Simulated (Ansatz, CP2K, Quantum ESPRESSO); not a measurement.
# One structure in several programs: As (R-3m, 2 atoms in the cell)

Zone-centre phonon calculation.

```xyz
2
Lattice="1.8504 1.0683 3.6510 -1.8504 1.0683 3.6510 0.0000 -2.1366 3.6510" Properties=species:S:1:pos:R:3 pbc="T T T"
As     0.0000     0.0000     2.4582
As     0.0000     0.0000     8.4948
```

Shared settings, as Ansatz (a program for electronic structure) writes them: kpoints.mp_grid.grid = 9 9 9; scf.occupations.method = fermi_dirac; scf.occupations.width = 0.0073 Ry. Potentials and cutoffs stand in the table.

| code | model | highest zone-centre frequency (cm⁻¹) | cutoff |
|---|---|---|---|
| Quantum ESPRESSO | PBE, SSSP 1.1.2 efficiency (PBE) pseudopotentials | 273 | 35 Ry |
| CP2K | PBE, GPW, DZVP-MOLOPT-SR-GTH basis, GTH-PBE potentials (GTH_POTENTIALS) | 278 | grid 400 Ry |
| Ansatz | PBE, default PAW files | 270 | default |

The spread over the programs that give each value: highest zone-centre frequency within 8.0 cm⁻¹.

CP2K uses small atom-centred bases, whose incompleteness enters pressures, forces and empty levels differently from a plane-wave cutoff.

The starting cell comes from a database of computed structures (which also holds hypothetical and non-ambient phases and stackings), without a prior relaxation at this level. Its lattice was rescaled by a random factor within 2.5 % of one.

Keys are those of Ansatz 0.2.
